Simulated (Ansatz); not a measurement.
By PBEsol, the system below comes out a metal.

Without scattering a metal conducts by its projected Fermi surface.

Data:

```
CELL_PARAMETERS angstrom
      2.69121     0.00000     0.00000
     -1.34560     2.33065     0.00000
      0.00000     0.00000     4.32631
ATOMIC_POSITIONS crystal
  Os 0.33333 0.66667 0.25000
  Os 0.66667 0.33333 0.75000
```

Space group of this cell: P6_3/mmc, hcp (Mg type). The cell is strained (lengths across the current scaled by 0.98, ions clamped); by PBEsol its mean pressure is 10.6 GPa.

The current flows along the normal of the first two printed cell vectors, the (001) (indices of the unstrained crystal) plane of the conventional cell. No spin-orbit coupling; the value is a mean over 0.1 eV about the Fermi level.

Task: State the ballistic conductance per area according to Ansatz (a quantum-chemistry and plane-wave program) with PBEsol.

Result: 1.5 × 10¹⁵ S/m² for both spins.
